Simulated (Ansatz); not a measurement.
Worked example: self-consistent single point of Ca₃BiP (P4mm, 5 atoms in the cell) in Ansatz (a program for electronic structure).

Method of the run: PBEsol, default PAW files made with PBE (plane waves; Ansatz).

The change in words: lattice scaled by 0.98; basis.ecutwfc: 30.9 Ry → 21.7 Ry. Reference geometry:
```
CELL_PARAMETERS angstrom
      5.40122     0.00000     0.00000
      0.00000     5.40122     0.00000
      0.00000     0.00000     5.40122
ATOMIC_POSITIONS crystal
  Ca 0.00926 0.50000 0.50000
  Ca 0.50000 0.00000 0.50000
  Ca 0.50000 0.50000 0.00000
  Bi 0.00000 0.00000 0.00000
  P  0.50000 0.50000 0.50000
```

Reference input (self-consistent single point, DFT, PBEsol, plane waves, default PAW files made with PBE): basis.ecutwfc = 30.9 Ry; kpoints.mp_grid.grid = 5 5 5; hamiltonian.xc = pbesol; hamiltonian.pseudopotentials = {kind: paw} (the program's default PAW files); scf.occupations.method = fermi_dirac; scf.occupations.width = 0.0073 Ry. This run's input differs from it in these lines:

Ansatz 0.2 input:
```diff
@@ -3,5 +3,5 @@
   lattice:
-    - [5.40121800, 0.00000000, 0.00000000]
-    - [0.00000000, 5.40121800, 0.00000000]
-    - [0.00000000, 0.00000000, 5.40121800]
+    - [5.29319400, 0.00000000, 0.00000000]
+    - [0.00000000, 5.29319400, 0.00000000]
+    - [0.00000000, 0.00000000, 5.29319400]
   atoms:
@@ -13,3 +13,3 @@
 basis:
-  ecutwfc: 30.9 Ry
+  ecutwfc: 21.7 Ry
 kpoints:
```

Output, abridged:

```
SCF iter   1: F=—  HF=-18367.943567 eV  |F-HF|=—  |Δ(HF+E_count)|=         —  Δρ=3.96e-3  dr2=3.21e-2  ethr=1.77e-3  ⟨swp⟩=12.0  Hψ=6712  notcnv=0
all-band conjugate gradients solve this SCF's bands
automatic band count: the SCF goes on with 35 bands, as 30 were too few: the levels above may hold too much charge
preconditioner: auto → Kerker (q_TF=auto, 2.276 Å⁻¹)
SCF iter   2: F=—  HF=-18367.937766 eV  |F-HF|=—  |Δ(HF+E_count)|=   5.80e-3  Δρ=2.08e-3  dr2=1.10e-2  ethr=6.43e-5  ⟨swp⟩=2.2  Hψ=945  notcnv=0
   [... lines left out ...]
SCF iter   5: F=—  HF=-18367.935431 eV  |F-HF|=—  |Δ(HF+E_count)|=   3.04e-4  Δρ=4.15e-5  dr2=4.96e-6  ethr=1.15e-7  ⟨swp⟩=3.1  Hψ=1105  notcnv=0
SCF iter   6: F=—  HF=-18367.935431 eV  |F-HF|=—  |Δ(HF+E_count)|=   6.59e-7  Δρ=1.52e-5  dr2=8.94e-7  ethr=9.91e-9  ⟨swp⟩=2.7  Hψ=905  notcnv=0
SCF iter   7: F=—  HF=-18367.935431 eV  |F-HF|=—  |Δ(HF+E_count)|=   9.91e-8  Δρ=4.92e-6  dr2=1.03e-7  ethr=1.79e-9  ⟨swp⟩=2.0  Hψ=700  notcnv=0
SCF iter   8: F=-18367.935431 eV  HF=-18367.935431 eV  |F-HF|=5.13e-10  |Δ(HF+E_count)|=   1.29e-8  Δρ=7.42e-7  dr2=1.36e-9  ethr=2.00e-10  ⟨swp⟩=9.4  Hψ=2648  notcnv=0
SCF 1 converged in 8 iterations: F = -18367.935431 eV  dr2 = 1.36e-9
Free energy (F): -18367.935431 eV
Internal energy: -18367.930739 eV  (E = F + TS)
E sigma→0 (E₀):  -18367.933085 eV
Entropy (-TS):   -0.004692 eV (-0.938 meV/atom)
Fermi energy:    7.605043 eV
--- Forces (eV/Å), atoms counted from 1 ---
  atom   1  Ca    -0.55264639     0.00000000     0.00000000
  atom   2  Ca     0.05523141    -0.00000000     0.00000000
  atom   3  Ca     0.05523141    -0.00000000     0.00000000
  atom   4  Bi     0.01789161     0.00000000     0.00000000
  atom   5  P      0.42429438    -0.00000000     0.00000000
--- Stress (GPa, compression-positive) ---
        1.544638      -0.000000       0.000000
       -0.000000       1.449369       0.000000
        0.000000       0.000000       1.449369
  P = ⅓ Tr σ = 1.4811 GPa (14.811 kbar)
  The stress holds the Pulay correction. Without it, at fixed plane waves, as pw.x and ABINIT print it: P = -0.9499 GPa
```

The run converged in 8 iterations. Against the reference run the free energy goes up by 49.6 meV/atom, the pressure goes from -0.99 to 1.48 GPa and the largest force goes from 0.462 to 0.553 eV/Å.

The starting cell comes from a database of computed structures (which also holds hypothetical and non-ambient phases and stackings), without a prior relaxation at this level. Its lattice was rescaled by up to half a per cent. One atom was moved a little off its site on purpose. For this run, on top of that: lattice scaled by 0.98. Ansatz's pressure includes its estimate of the finite-basis (Pulay) stress. Without the estimate this run gives -0.95 GPa. The cutoff lies below the one recommended for these files. A gap is left out here, as mesh or smearing make it unsure.
